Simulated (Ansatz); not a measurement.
Antifluorite Li2Se: PBE at its full settings (plane-wave cutoff 520 eV, 10×10×10 k mesh, Fermi–Dirac smearing 0.01 eV, scalar-relativistic PAW data made under PBE) and at cheaper ones, in a cell of 3 atoms with Γ-centred meshes.

```tsv
level and setting	lattice parameter a (Å)	bulk modulus B0 (GPa)
PBE (Ansatz)	6.006	33.7
PBE (2×2×2 k mesh) (Ansatz)	6.155	30.5
PBE (4×4×4 k mesh) (Ansatz)	[?]	33.6
PBE (6×6×6 k mesh) (Ansatz)	6.007	33.7
PBE (Fermi-Dirac smearing of 0.3 eV) (Ansatz)	6.007	33.7
```

Fill in the missing entries.


- PBE (4×4×4 k mesh) (Ansatz, an electronic-structure program), lattice parameter a (Å): 6.010

Largest shifts from the full settings: lattice constant a +2.48 % (PBE (2×2×2 k mesh)), against a difference of +0.07 % of the full result from the reference 6.002 Å (measured, temperature not stated, not corrected to a static lattice; as tabulated in Syrotyuk et al. (2015), arXiv:1510.06546); bulk modulus -9.5 % (PBE (2×2×2 k mesh)).

Ansatz's density-functional and Hartree–Fock values are scalar-relativistic unless marked +SOC, with PAW data made under PBE.

Run with cheap settings on purpose, which may leave them unconverged: PBE (2×2×2 k mesh), PBE (4×4×4 k mesh), PBE (6×6×6 k mesh), PBE (Fermi-Dirac smearing of 0.3 eV).
